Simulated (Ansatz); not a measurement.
Data:

End structure of a constructed model of the (0001) surface of hcp Ru, a layer of W in place of the second plane (bottom of the slab: a bare face, its two planes held):

```
CELL_PARAMETERS angstrom
      2.72140     0.00000     0.00000
     -1.36070     2.35680     0.00000
      0.00000     0.00000    27.00000
ATOMIC_POSITIONS crystal
  Ru 0.66667 0.33333 0.29769
  Ru 0.33333 0.66667 0.37719
  Ru 0.66667 0.33333 0.45607
  Ru 0.33333 0.66667 0.53552
  W  0.66667 0.33333 0.62104
  Ru 0.33333 0.66667 0.69909
```

Slab: 6 atoms, 10.9 Å thick at the start with caps and adatoms (thin: gaps and levels are the slab's own); k 16x16x1, smearing 0.1 eV, dipole-corrected; 2 atoms held, the rest relaxed; held to the start's symmetry, so lower structures may exist; no spin, no spin-orbit, no U. In PBE it is, or lies within 0.01 eV a 1x1 cell of, the lowest of the 2 structures of its composition computed so far; subsurface sites and larger cells were not tried.

Problem. What is the computed work function of the top face (PBE run with Ansatz, a program for electronic structure)?

Solution. 4.60 eV
